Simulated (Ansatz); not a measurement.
The starting structures come from a database of crystals and need not be the phases stable at ambient conditions.

By PBEsol, the system below comes out a metal.

A figure of merit of an interconnect metal is its ballistic conductance per area.

Here is the system:

```xyz
4
Lattice="4.0561 0.0000 0.0000 0.0000 5.7362 0.0000 0.0000 2.8681 2.8681" Properties=species:S:1:pos:R:3 pbc="T T T"
Ag     2.0281     1.4341     1.4341
Ag     2.0281     4.3022     1.4341
Ag     0.0000     2.8681     0.0000
Pt     0.0000     0.0000     0.0000
```

Space group of this cell: Pm-3m, Cu3Au type. The cell is taken as given; by PBEsol its mean pressure is -4.9 GPa.

The current flows along the normal of the first two printed cell vectors, the (110) plane of the conventional cell. No spin-orbit coupling; the value is a mean over 0.1 eV about the Fermi level.

Problem. Predict the ballistic conductance per area from PBEsol (Ansatz, a first-principles code).

Solution. 0.77 × 10¹⁵ S/m² for both spins.
